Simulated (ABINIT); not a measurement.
# Convergence study of the plane-wave cutoff for Cu (Fm-3m, 1 atom in the cell)

```
Cu
1.0
    0.00000     1.81042     1.81042
    1.81042     0.00000     1.81042
    1.81042     1.81042     0.00000
Cu
1
Direct
  0.00000   0.00000   0.00000
```

Level of theory: PBE, PAW (JTH v2.0 PBE PAW) (plane waves; ABINIT).

Base settings: pseudos = [Cu.GGA_PBE-JTH.xml]; ecut = 816 eV; pawecutdg = 1633 eV; pawxcdev = 0; occopt = 7; tsmear = 0.00367493 Ha; ngkpt = 6 6 6; nshiftk = 1; shiftk = 0 0 0; potentials = JTH v2.0 PBE PAW.

Moved along: pawecutdg.

The second cell is the first with its lattice scaled by 0.98.

The mesh stays at the base's, so the ladder's end is converged at best in this setting alone.

Only quantities that move along the ladder and can be compared are tabulated.

The count of work is k-points × plane waves × bands × iterations; it is no time. 

The starting cell has typed, rounded lattice constants, without a prior relaxation at this level. Its lattice was rescaled by up to half a per cent. Spin polarisation is off. Without a gap this mesh is coarse (it stands for a supercell whose shortest vector is 15 Å).

| ecut | free energy less the last step's (meV/atom) | energy of the compressed cell less the first (meV/atom) | pressure (GPa) | count of work / last |
|---|---|---|---|---|
| 272 eV | 1740.34 | 98.33 | -158.33 | 0.039 |
| 327 eV | 379.60 | 28.56 | -12.52 | 0.043 |
| 381 eV | 297.99 | 30.96 | 0.76 | 0.066 |
| 408 eV | 279.62 | 29.88 | -1.48 | 0.078 |
| 435 eV | 241.06 | 31.96 | -4.10 | 0.083 |
| 490 eV | 141.18 | 30.04 | -5.20 | 0.10 |
| 571 eV | 42.53 | 30.33 | -1.07 | 0.14 |
| 653 eV | 19.09 | 31.29 | 1.88 | 0.19 |
| 735 eV | 17.24 | 31.19 | 1.94 | 0.19 |
| 816 eV | 12.45 | 30.73 | 1.54 | 0.22 |
| 898 eV | 6.47 | 30.82 | 1.61 | 0.26 |
| 980 eV | 3.13 | 30.76 | 1.87 | 0.30 |
| 1088 eV | 2.18 | 30.77 | 2.04 | 0.48 |
| 1225 eV | 1.63 | 30.86 | 2.05 | 0.45 |
| 1415 eV | 0.54 | 30.82 | 2.06 | 0.67 |
| 1633 eV | 0.28 | 30.75 | 2.08 | 0.76 |
| 1959 eV | 0.00 | 30.81 | 2.09 | 1.0 |

Coarsest ecut that holds the free energy within 5 meV/atom of the last step, with all finer ones: 980 eV, at 0.30 of the last step's count of work; the step before is off by 6.5 meV/atom.

Coarsest ecut that holds the pressure within 1 GPa of the last step, with all finer ones: 653 eV, at 0.19 of the last step's count of work; the step before is off by 3.2 GPa.

Coarsest ecut that holds the energy of the compressed cell less the first within 2 meV/atom of the last step, with all finer ones: 381 eV, at 0.066 of the last step's count of work; the step before is off by 2.2 meV/atom.

The energy difference between the two cells stays within 1 meV/atom of the last step's from 490 eV on, the total only from 1415 eV on: much of the error is common to both cells and cancels.

At the lowest cutoff the pressure lies 160 GPa under the last step's, the usual sign of Pulay stress in an incomplete plane-wave basis.
